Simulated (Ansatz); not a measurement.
How far to go with the k-point mesh: NbZn3 (P4mm, 4 atoms in the cell)

```
CELL_PARAMETERS angstrom
      3.89825     0.00000     0.00000
      0.00000     3.89825     0.00000
      0.00000     0.00000     3.89825
ATOMIC_POSITIONS crystal
  Nb 0.00000 0.00000 0.01283
  Zn 0.50000 0.00000 0.50000
  Zn 0.00000 0.50000 0.50000
  Zn 0.50000 0.50000 0.00000
```

Computed with LDA (PW92), default PAW files made with PBE (plane waves; Ansatz, a program for electronic structure).

Base settings: basis.ecutwfc = 420 eV; kpoints.mp_grid.grid = 9 9 9; hamiltonian.xc = lda; hamiltonian.pseudopotentials = {kind: paw} (the program's default PAW files); scf.occupations.method = gaussian; scf.occupations.width = 0.1 eV.

The second cell is the first with its lattice scaled by 0.98.

Only quantities that move along the ladder and can be compared are tabulated.

The count of work is k-points × plane waves × bands × iterations; it is no time. 

The starting cell comes from a database of computed structures (which also holds hypothetical and non-ambient phases and stackings), without a prior relaxation at this level. Its lattice was rescaled by up to half a per cent. One atom was moved a little off its site on purpose. Spin polarisation is off. In the base run, with a pressure of about -6 GPa the cell is away from its equilibrium volume at this level. Ansatz's pressure includes its estimate of the finite-basis (Pulay) stress.

```tsv
kpoints.mp_grid.grid	free energy less the last step's (meV/atom)	energy of the compressed cell less the first (meV/atom)	pressure (GPa)	largest difference of a force vector from the last step's (eV/Å)	count of work / last
2 2 2	14.02	-14.28	-6.70	0.008	0.0026
3 3 3	24.98	-12.06	-6.23	0.011	0.0026
4 4 4	2.68	-12.91	-6.39	0.003	0.0078
5 5 5	9.10	-12.14	-6.25	0.006	0.0078
6 6 6	7.52	-12.38	-6.30	0.002	0.022
7 7 7	1.03	-12.72	-6.36	0.005	0.017
8 8 8	1.03	-12.44	-6.31	0.001	0.042
9 9 9	-0.87	-12.95	-6.40	0.001	0.042
10 10 10	-0.74	-12.72	-6.36	0.001	0.054
11 11 11	0.59	-12.67	-6.35	0.000	0.070
12 12 12	-0.12	-12.89	-6.39	0.001	0.11
13 13 13	-0.07	-12.69	-6.36	0.000	0.11
17 17 17	0.09	-12.74	-6.37	0.000	0.23
18 18 18	-0.01	-12.77	-6.37	0.000	0.31
20 20 20	-0.01	-12.76	-6.37	0.000	0.40
22 22 22	-0.01	-12.73	-6.37	0.000	0.52
25 25 25	0.01	-12.74	-6.37	0.000	0.66
28 28 28	0.00	-12.75	-6.37	0.000	1.0
```

Coarsest kpoints.mp_grid.grid that holds the forces within 0.01 eV/Å of the last step, with all finer ones: 4 4 4, at 0.0078 of the last step's count of work; the step before is off by 0.011 eV/Å.

Coarsest kpoints.mp_grid.grid that holds the pressure within 0.1 GPa of the last step, with all finer ones: 6 6 6, at 0.022 of the last step's count of work; the step before is off by 0.11 GPa.

Coarsest kpoints.mp_grid.grid that holds the free energy within 0.5 meV/atom of the last step, with all finer ones: 12 12 12, at 0.11 of the last step's count of work; the step before is off by 0.59 meV/atom.

The energy difference between the two cells stays within 1 meV/atom of the last step's from 3 3 3 on, the total only from 9 9 9 on: much of the error is common to both cells and cancels.

Keys are those of Ansatz 0.2.
